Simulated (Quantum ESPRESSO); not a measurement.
What a tighter setting buys: K_POINTS, Ti3As (Pm-3n, 8 atoms in the cell)

Cell: a = 5.0218 Å, b = 5.0218 Å, c = 5.0218 Å, α = 90.00°, β = 90.00°, γ = 90.00°.

Computed with PBEsol, PseudoDojo standard norm-conserving (PBESOL) pseudopotentials (plane waves; Quantum ESPRESSO).

Base settings: ecutwfc = 85 Ry; occupations = smearing; smearing = methfessel-paxton; degauss = 0.0147 Ry; potentials = {Ti: Ti.upf, As: As.upf}; K_POINTS = automatic 4 4 4 0 0 0; conv_thr = 1e-10 Ry; mixing_beta = 0.4.

Misses are taken against the tightest run, automatic 9 9 9 0 0 0, which need not be fully converged itself. The energy is the free energy per atom.

The count of work is k-points × plane waves × bands × iterations; it is no time, and leaves out set-up, grids and terms that scale otherwise. Core times come from one kind of shared machine and are given to one figure; runs under 30 s give none.

The starting cell comes from a database of computed structures (which also holds hypothetical and non-ambient phases and stackings), without a prior relaxation at this level. Spin polarisation is off, so a magnetic state, if there is one, cannot be reached. In the base run, with a pressure of about -5 GPa the cell is away from its equilibrium volume at this level.

The runs (K_POINTS): automatic 1 1 1 0 0 0 | automatic 2 2 2 0 0 0 | automatic 3 3 3 0 0 0 | automatic 4 4 4 0 0 0 | automatic 5 5 5 0 0 0 | automatic 6 6 6 0 0 0 | automatic 9 9 9 0 0 0.

Problem. Which is the coarsest setting among those run that, with all tighter ones, holds the energy within 20 meV/atom of the reference, and what does it save?

Solution. automatic 3 3 3 0 0 0, off by 13 meV/atom; it needs 0.12 of the reference's count of work and about 0.1 of the reference's time.

Problem. Which is the coarsest setting among those run that, with all tighter ones, holds the energy within 10 meV/atom of the reference, and what does it save?

Solution. automatic 4 4 4 0 0 0, off by 0.23 meV/atom; it needs 0.29 of the reference's count of work and about 0.3 of the reference's time.

Problem. What does the step from automatic 2 2 2 0 0 0 to automatic 4 4 4 0 0 0 buy?

Solution. It takes the miss in the energy from 50 to 0.23 meV/atom, for 2.3 times the count of work and roughly 2 times the time.

```tsv
K_POINTS	energy less reference (meV/atom)	pressure less reference (GPa)	count of work / reference	core time / reference (rough)
automatic 1 1 1 0 0 0	-635.50	-8.76	0.031	–
automatic 2 2 2 0 0 0	-50.37	-0.11	0.12	0.1
automatic 3 3 3 0 0 0	13.38	0.43	0.12	0.1
automatic 4 4 4 0 0 0	0.23	0.08	0.29	0.3
automatic 5 5 5 0 0 0	-0.54	-0.05	0.31	0.3
automatic 6 6 6 0 0 0	0.64	0.05	0.62	0.5
automatic 9 9 9 0 0 0	0.00	0.00	1.0	1
```
